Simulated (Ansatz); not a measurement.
The reference is WSi₂ (space group I4/mmm, No. 139; a = 3.202 Å, c = 7.818 Å; relaxed with 0.1 eV smearing).

The values are results of Kohn–Sham DFT with the PBEsol functional, run in Ansatz (a program for electronic structure) with PAW and 420 eV plane waves, no spin-orbit coupling, not measurements.

For the base:

The pressure comes out as 0.0 GPa.

It is then changed as follows: every lattice vector is stretched by 2.00 %, atoms relaxed at fixed cell.

Task: Estimate the effect on the energy relative to the base.

Result: The energy increases by 33 meV/atom.

Task: Predict the new pressure.

Result: The pressure (mean of the normal stresses, compression positive) goes from zero to -12.1 GPa.

The cells carry an imposed strain or load. No phonon test of stability was made. All final runs are without spin polarisation.
